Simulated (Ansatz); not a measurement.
```
CELL_PARAMETERS angstrom
     11.00000     0.00000     0.00000
      0.00000    11.00000     0.00000
      0.00000     0.00000     4.31454
ATOMIC_POSITIONS crystal
  Be 0.50000 0.50000 0.00000
  Te 0.50000 0.50000 0.50000
```

Levels: PBE (plane waves to 420 eV, PAW; Ansatz, a quantum-chemistry and plane-wave program); PBE with spin-orbit coupling (Ansatz); r2SCAN (plane waves to 500 eV, PAW; Ansatz); HSE06 in Ansatz. Unmarked values and the geometry are of the first. Mesh 1×1×64. No spin polarisation. One-dimensional cell, images about 11 Å apart. A hypothetical model. Symmetry and one short period hold its shape; lower forms weren't sought. Pairing along the axis, which can open a gap, is among the distortions not tried. Values not marked SOC lack spin–orbit coupling. HSE06 ran on a 1×1×4 mesh and at PBE's edge points. Buckling under compression is shut out by symmetry and the short period.

Give the properties of this body.


```
Property                                                                                        Value
---------------------------------------------------------  ------------------------------------------
PBE gap                                                    2.64 eV, indirect, from the zone edge to Γ
electron mass along the axis (PBE)                                                            0.24 mₑ
hole mass along the axis (PBE)                                                                0.45 mₑ
valence and conduction edges under the vacuum level (PBE)                            5.88 and 3.24 eV
PBE+SOC gap at this geometry                                                                  2.40 eV
r2SCAN gap at this geometry                                                                   3.17 eV
HSE06 gap at this geometry                                                                    3.49 eV
axial stiffness dF/dε                                                                           44 nN
```
